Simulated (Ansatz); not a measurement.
Functionals compared on the (10-13) surface of hcp Tl in its 1x1 cell, outermost plane spacing 0.27 Å in the ideal cut, in Ansatz (plane waves, PAW). The structure was relaxed with PBE; the other rows are single points on it, each with its references at the same level. Cutoff 420 eV (500 eV for r2SCAN).

Set-up: 14 atoms, 9.9 Å thick at the start (thin: gaps and levels are the slab's own); mesh 11x4x1; 0.1 eV smearing; dipole correction on; all atoms relaxed; held to the part of the start's symmetry that mesh and held atoms allow; no spin, no spin-orbit, no U. These notes are the PBE run's.

```
functional  surface energy (J/m²)  work function of the top face (eV)  rough cost of the single point
----------  ---------------------  ----------------------------------  ------------------------------
PBE                          0.30                                3.49                               –
LDA                          0.44                                3.82     very roughly 5 core-minutes
PBEsol                       0.39                                3.57   around 4 core-minutes (rough)
RPBE                         0.20                                3.33          roughly 5 core-minutes
r2SCAN                       0.36                                3.51   around 8 core-minutes (rough)
```

Ansatz is an electronic-structure program.
